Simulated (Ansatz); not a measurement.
**What each level gives and costs: MgRe2O8 (P-3, 11 atoms in the cell)**

Cell: a = 5.6069 Å, b = 5.6069 Å, c = 6.0884 Å, α = 90.00°, β = 90.00°, γ = 120.00°.

Program: Ansatz (a quantum-chemistry and plane-wave program), default PAW files; each row names its functional.

Base settings: basis.ecutwfc = 30.9 Ry; kpoints.mp_grid.grid = 3 3 2; hamiltonian.xc = hse06; hamiltonian.pseudopotentials = {kind: paw}, with the files named one by one; scf.occupations.method = fixed.

Differences are taken from HSE06, a reference of convenience: it is no measurement, and no ranking of the functionals follows. Where a row names another cutoff or potentials, its difference holds that change too.

Core times come from one kind of shared machine and are given to one figure; runs under 30 s give none.

The starting cell comes from a database of computed structures (which also holds hypothetical and non-ambient phases and stackings), without a prior relaxation at this level. Its lattice was rescaled by a random factor within 2.5 % of one. Spin-orbit coupling is off. In the base run, with a pressure of about 9 GPa the cell is away from its equilibrium volume at this level. In the base run, forces exceed 1 eV/Å. Ansatz's pressure includes its estimate of the finite-basis (Pulay) stress.

| level | gap on the mesh less reference (eV) | pressure less reference (GPa) | largest difference in the force on any atom (eV/Å) | core time / reference (rough) |
|---|---|---|---|---|
| PBEsol (hamiltonian.pseudopotentials: {kind: paw}, with the files named one by one → {kind: paw} (the program's default PAW files)) | -1.467 | 3.00 | 0.990 | – |
| PBE0 | 0.782 | 0.00 | 0.007 | 1 |
| HSE06 | 0.000 | 0.00 | 0.000 | 1 |

Keys are those of Ansatz 0.2.
